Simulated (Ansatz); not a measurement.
Input and output of a relaxation of cell and atoms for Tc (Fd-3m, 2 atoms in the cell) (Ansatz, a quantum-chemistry and plane-wave program).

Method of the run: PBE-D3BJ (plane waves, PAW; Ansatz).

```xyz
2
Lattice="0.0000 2.7741 2.7741 2.7741 0.0000 2.7741 2.7741 2.7741 0.0000" Properties=species:S:1:pos:R:3 pbc="T T T"
Tc     4.1611     4.1611     4.1611
Tc     2.7741     2.7741     2.7741
```

Reference input (self-consistent single point, DFT, PBE, plane waves, default PAW files): basis.ecutwfc = 500 eV; kpoints.mp_grid.grid = 8 8 8; hamiltonian.xc = pbe; hamiltonian.pseudopotentials = {kind: paw} (the program's default PAW files); scf.occupations.method = gaussian; scf.occupations.width = 0.136 eV. This run's input differs from it in these lines:

```diff
@@ -14,2 +14,3 @@
   xc: pbe
+  dispersion: d3bj
   pseudopotentials: { kind: paw }
@@ -17,2 +18,4 @@
   occupations: { method: gaussian, width: 0.136 eV }
+relax:
+  cell: {}
 output:
```

Output (repeated stretches shortened):

```
   [... SCF lines of the steps left out ...]
relax step   1: F+E_penalty+E_count = -10795.31752458 eV  Δ(F+E_penalty+E_count) = +0.000e0 eV  max|allowed force component| = 1.156e-18 eV/Å  Δτ_max = 0.0000 Å  P = -8.762 GPa  Ω = 42.695 Å³  (7 SCF iters, dr2 threshold 1.00e-7 eV, accepted)
relax step   2: F+E_penalty+E_count = -10795.36664787 eV  Δ(F+E_penalty+E_count) = -4.912e-2 eV  max|allowed force component| = 7.401e-17 eV/Å  Δτ_max = 0.0000 Å  P = +5.446 GPa  Ω = 39.132 Å³  energy of the carried Pulay correction = +1.013e-4 eV  [...]
   [... lines left out ...]
relax step   4: F+E_penalty+E_count = -10795.38613839 eV  Δ(F+E_penalty+E_count) = -1.757e-4 eV  max|allowed force component| = 7.199e-17 eV/Å  Δτ_max = 0.0000 Å  P = +0.003 GPa  Ω = 40.311 Å³  energy of the carried Pulay correction = +6.685e-5 eV  [...]
relax step   5: F+E_penalty+E_count = -10795.38609308 eV  Δ(F+E_penalty+E_count) = +4.531e-5 eV  max|allowed force component| = 7.459e-17 eV/Å  Δτ_max = 0.0000 Å  P = +0.005 GPa  Ω = 40.311 Å³  stress off target by 4.94e-3 GPa  SCF on the basis [...]
basis re-selected at this cell: Δ(F+E_penalty+E_count) = +4.531e-5 eV, ΔP = +0.002 GPa vs the last step
the relaxation is at rest under the 48 symmetry operations that the run kept from its start: a minimum is not shown …
Stability not checked: this state was not tested for a lower state beside it, because too few of the mixer's solves of this state at the end of the SCF gave a …
Free energy (F): -10795.386093 eV
Internal energy: -10795.363168 eV  (E = F + TS)
   [... lines left out ...]
Fermi energy:    14.625927 eV
   [... lines left out ...]
to start a new deck from the relaxed geometry:
  cell:  # Å, volume = 40.3109 Å³
    - [-6.432907192404227e-34, 2.721431047653918, 2.721431047653918]
    - [2.721431047653918, -1.6241498346119294e-34, 2.721431047653918]
    - [2.721431047653918, 2.721431047653918, -8.885054982361685e-34]
  atoms:
    - { symbol: Tc, position: [0.75, 0.75, 0.75] }
    - { symbol: Tc, position: [0.5, 0.5, 0.5] }
```

The run converged.  The full log also holds: “iter 5 did not close the SCF: its close was put off for the readings that it lacked (scf_convergence_deferred on its scf_iter line)”. The full log also holds: “iter 5 did not close the SCF: its close was put off for the readings that it lacked (scf_convergence_deferred on its scf_iter line)”.

Summary of the result:
Free energy E − TS (on the zero of these files): -10795.3861 eV
Fermi level (on the code's own zero): 14.63 eV
Pressure: 0.00 GPa
Dispersion energy: -2.228 eV
Final cell: a = b = c = 3.8487 Å, α = β = γ = 60.00°
Final volume per atom: 20.16 Å³
Relaxation steps: 5

The starting cell was generated: these elements placed on a structure prototype, without a prior relaxation; it need not be a known phase or ordering of this composition. Its lattice was rescaled by a random factor within 2.5 % of one. Spin polarisation is off. The relaxation keeps the symmetry of its start, so its end need not be a minimum. Ansatz's pressure includes its estimate of the finite-basis (Pulay) stress.

Keys are those of Ansatz 0.2.
